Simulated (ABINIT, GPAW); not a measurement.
ABINIT against GPAW: the pressure of contact and wiring metals

PBE single points on the same cell and mesh in two programs: GPAW (plane waves, GPAW PAW datasets PBE (gpaw-data 1.0.1)) and ABINIT (plane waves, PAW (JTH v2.0 PBE PAW)), each at the cutoffs shown, which weren't converged row by row, so neither column is a reference. The number in brackets is the space group.

Here x stands for pressure, GPAW and y for pressure, ABINIT.

| crystal | pressure, GPAW (GPa) | pressure, ABINIT (GPa) | cell as run (Å³/atom) | k mesh | cutoffs | valence electrons |
|---|---|---|---|---|---|---|
| Ta (229) | -5.44 | -5.97 | 18.90 | 18×18×18 | 600 eV / 544 eV | 13 / 13 |
| Pd (225) | -4.59 | -4.76 | 15.81 | 10×10×10 | 600 eV / 653 eV | 16 / 18 |
| Cu3Au (221) | -0.17 | -1.66 | 13.65 | 9×9×9 | 850 eV / 816 eV | 44 / 68 |
| Cu (225) | 3.12 | 1.71 | 11.76 | 21×21×21 | 800 eV / 816 eV | 11 / 19 |
| Mo (229) | 6.15 | ? | 15.42 | 15×15×15 | 550 eV / 544 eV | 14 / 14 |
| Al2Cu (140) | 13.94 | 13.09 | 13.43 | 7×7×7 | 800 eV / 816 eV | 34 / 50 |
| Ir (225) | 14.13 | 15.27 | 13.94 | 11×11×11 | 600 eV / 544 eV | 15 / 15 |

Q: Fit y against x with a straight line, and predict the withheld value at x = 6.15.

A: Means: x 3.4983, y 2.947. About the means, the sum of products is 396.33 and the sum of squares of x is 380.98; the slope is their ratio. Least squares gives y = -0.693 + 1.04031·x. Residuals (row less fit): 0.382, 0.708, -0.790, -0.843, -0.719, 1.263; standard error 1.012 (degrees of freedom: 4). Full agreement would be y = x; this line has slope 1.040 and stands -0.69 GPa from it at x = 0.00. At the withheld row, y = -0.693 + 1.04031 × 6.15 = 5.70 GPa. The calculation gives 7.13 GPa, 1.43 GPa above the prediction (6.7 % of the range of y in the table). The row lies between fitted rows. From the scatter of the fitted rows alone, a prediction at this place has a standard error of 1.101 GPa, so the miss is 1.3 times that.

Copying x would have missed this row by 0.98. The cells are not relaxed at this level: typed lattice constants and structures from a database of calculations, some with the lattice rescaled by up to 2.5 %. For Pd, Cu3Au, Cu and Al2Cu the two columns treat unlike numbers of electrons as valence, which can move such rows off the line. The rows, and the inner row withheld, were drawn at random from non-magnetic crystals of this class with sound runs on fine meshes; tables whose line scatters by over 5 % of the range, or whose columns agree throughout, aren't shown.
